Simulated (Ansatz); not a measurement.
Subject: the formation energy of the neutral V_C in TiC (rock salt, Fm-3m). Reaction: 32 TiC (rock salt) → cell A + C (graphite).

Cell A: a supercell of 64 sites of TiC (rock salt, Fm-3m) with one empty C site amid 6 Ti; spin state with PBE: run without spin, k-point mesh 3×3×3.
```yaml
crystal:
  lattice:
    - [8.58216, 0.00000, 0.00000]
    - [0.00000, 8.58216, 0.00000]
    - [0.00000, 0.00000, 8.58216]
  atoms:
    - { symbol: Ti, position: [0.99840, 0.00000, 0.00000] }
    - { symbol: Ti, position: [0.00059, 0.25059, 0.24941] }
    - { symbol: Ti, position: [0.25000, 0.00000, 0.25160] }
    - { symbol: Ti, position: [0.25000, 0.24108, 0.00000] }
    - { symbol: C, position: [0.25000, 0.00000, 0.00000] }
    - { symbol: C, position: [0.25000, 0.25102, 0.24898] }
    - { symbol: C, position: [0.99972, 0.00000, 0.25028] }
    - { symbol: C, position: [0.00102, 0.25102, 0.00000] }
    - { symbol: Ti, position: [0.99957, 0.00000, 0.50000] }
    - { symbol: Ti, position: [0.00059, 0.25059, 0.75059] }
    - { symbol: Ti, position: [0.25000, 0.00000, 0.74840] }
    - { symbol: Ti, position: [0.25000, 0.24840, 0.50000] }
    - { symbol: C, position: [0.25000, 0.00000, 0.50000] }
    - { symbol: C, position: [0.25000, 0.25102, 0.75102] }
    - { symbol: C, position: [0.99972, 0.00000, 0.74972] }
    - { symbol: C, position: [0.99972, 0.24972, 0.50000] }
    - { symbol: Ti, position: [0.99108, 0.50000, 0.00000] }
    - { symbol: Ti, position: [0.00059, 0.74941, 0.24941] }
    - { symbol: Ti, position: [0.25000, 0.50000, 0.25892] }
    - { symbol: Ti, position: [0.25000, 0.75892, 0.00000] }
    - { symbol: C, position: [0.25000, 0.74898, 0.24898] }
    - { symbol: C, position: [0.00102, 0.50000, 0.24898] }
    - { symbol: C, position: [0.00102, 0.74898, 0.00000] }
    - { symbol: Ti, position: [0.99840, 0.50000, 0.50000] }
    - { symbol: Ti, position: [0.00059, 0.74941, 0.75059] }
    - { symbol: Ti, position: [0.25000, 0.50000, 0.74108] }
    - { symbol: Ti, position: [0.25000, 0.75160, 0.50000] }
    - { symbol: C, position: [0.25000, 0.50000, 0.50000] }
    - { symbol: C, position: [0.25000, 0.74898, 0.75102] }
    - { symbol: C, position: [0.00102, 0.50000, 0.75102] }
    - { symbol: C, position: [0.99972, 0.75028, 0.50000] }
    - { symbol: Ti, position: [0.50160, 0.00000, 0.00000] }
    - { symbol: Ti, position: [0.49941, 0.25059, 0.24941] }
    - { symbol: Ti, position: [0.75000, 0.00000, 0.25043] }
    - { symbol: Ti, position: [0.75000, 0.24840, 0.00000] }
    - { symbol: C, position: [0.75000, 0.00000, 0.00000] }
    - { symbol: C, position: [0.75000, 0.24972, 0.25028] }
    - { symbol: C, position: [0.50028, 0.00000, 0.25028] }
    - { symbol: C, position: [0.49898, 0.25102, 0.00000] }
    - { symbol: Ti, position: [0.50043, 0.00000, 0.50000] }
    - { symbol: Ti, position: [0.49941, 0.25059, 0.75059] }
    - { symbol: Ti, position: [0.75000, 0.00000, 0.74957] }
    - { symbol: Ti, position: [0.75000, 0.24957, 0.50000] }
    - { symbol: C, position: [0.75000, 0.00000, 0.50000] }
    - { symbol: C, position: [0.75000, 0.24972, 0.74972] }
    - { symbol: C, position: [0.50028, 0.00000, 0.74972] }
    - { symbol: C, position: [0.50028, 0.24972, 0.50000] }
    - { symbol: Ti, position: [0.50892, 0.50000, 0.00000] }
    - { symbol: Ti, position: [0.49941, 0.74941, 0.24941] }
    - { symbol: Ti, position: [0.75000, 0.50000, 0.25160] }
    - { symbol: Ti, position: [0.75000, 0.75160, 0.00000] }
    - { symbol: C, position: [0.75000, 0.50000, 0.00000] }
    - { symbol: C, position: [0.75000, 0.75028, 0.25028] }
    - { symbol: C, position: [0.49898, 0.50000, 0.24898] }
    - { symbol: C, position: [0.49898, 0.74898, 0.00000] }
    - { symbol: Ti, position: [0.50160, 0.50000, 0.50000] }
    - { symbol: Ti, position: [0.49941, 0.74941, 0.75059] }
    - { symbol: Ti, position: [0.75000, 0.50000, 0.74840] }
    - { symbol: Ti, position: [0.75000, 0.75043, 0.50000] }
    - { symbol: C, position: [0.75000, 0.50000, 0.50000] }
    - { symbol: C, position: [0.75000, 0.75028, 0.74972] }
    - { symbol: C, position: [0.49898, 0.50000, 0.75102] }
    - { symbol: C, position: [0.50028, 0.75028, 0.50000] }
```

Reference: C (graphite, P6₃/mmc), 4 atoms in the cell, k-point mesh 18×18×6 on the run's own vectors. Conventional cell: a = b = 2.4650 Å, c = 6.7419 Å, α = β = 90.00°, γ = 120.00°.

Reference: TiC (rock salt, Fm-3m), 64 atoms in the cell, the relaxed perfect crystal repeated, atoms not moved again; spin state with PBE: run without spin, k-point mesh 3×3×3 on the run's own vectors.

Plane-wave PAW calculations with Ansatz (a program for electronic structure), its default PAW set, cutoff 420 eV, 500 eV for r2SCAN. The structures are at rest with PBE+D3(BJ), within the held lattices; other levels are single points on them. Neutral cells; Fermi-Dirac smearing of at most 0.05 eV in the solids, energies taken to zero width. The lattices are those relaxed with PBE+D3(BJ), so at other levels the solids can be strained, which adds to the spread. Larger cells are relaxed from a start prepared with the learned potential CHGNet, on a coarser mesh till forces fall under 0.03 eV/Å, which some starts already meet. A dispersion term (D3(BJ), or D4 for r2SCAN) was computed beside these levels and is taken off wherever the name lacks it. No zero-point or thermal terms. Cells are local rest points, mostly with their start's symmetry. No correction for cell size. Mesh and cell size may move defect energies by 0.1 eV or more. The value holds for the reservoirs listed; other chemical potentials shift it. Cell A has symmetry Pm-3m within 0.02 Å and got no random move, so less symmetric positions, which may lie lower, weren't tried.

Problem. Give the value at the level PBE.

Solution. 0.72 eV, for 32 TiC (rock salt) → cell A + C (graphite).

Problem. How does the value move with the functional?

Solution. 
| Functional | value (eV) | less PBE |
|---|---|---|
| PBE+D3(BJ) | 1.01 | 0.29 |
| r2SCAN | 1.05 | 0.33 |

The levels shown span 0.33 eV, from PBE (0.72) to r2SCAN (1.05).
